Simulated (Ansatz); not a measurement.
CdTe (I-4m2), r2SCAN with spin-orbit coupling, rigid bands in Ansatz (an electronic-structure program): Condition of this run: biaxial stress in (001) of -0.5 GPa (compression positive) (the target of the relaxation). band gap 0.94 eV, N_c = 7.31e17 cm⁻³ and N_v = 7.46e18 cm⁻³ at 300 K, conductivity masses along z (a = (0.00, 3.29, 3.19) Å; b = (3.29, 0.00, 3.19) Å; c = (3.29, 3.29, 0.00) Å) of 0.0969 mₑ (electrons) and 0.398 mₑ (holes). Take k_BT = 0.02585 eV.

Q: What thermal injection velocity √(2k_BT/πm) limits a ballistic channel along the direction named?

A: 1.73e7 cm/s for electrons and 8.53e6 cm/s for holes, a ratio of √(m_h/m_e) = 2.03, for dilute carriers.

Q: Find the intrinsic carrier density and the intrinsic Fermi level.

A: n_i = √(N_c N_v) exp(−E_g/2k_BT) = 2.34e18 × exp(−18.18) = 3.0e10 cm⁻³. The level lies (k_BT/2) ln(N_v/N_c) = 30 meV from mid-gap (positive towards the conduction band). Each 0.1 eV added to the gap lowers n_i by a factor of 6.9.

Q: What built-in voltage has an abrupt junction with N_A = 1e16 and N_D = 1e17 cm⁻³, all dopants ionised?

A: V_bi = E_g/e − (k_BT/e) ln(N_c N_v/(N_A N_D)) = 0.94 − 0.02585 × 8.60 = 0.72 V. It follows the computed gap one for one.

Rigid, parabolic bands with the computed gap; masses take one relaxation time for all states. Geometry: cell and atoms relaxed with PBEsol.
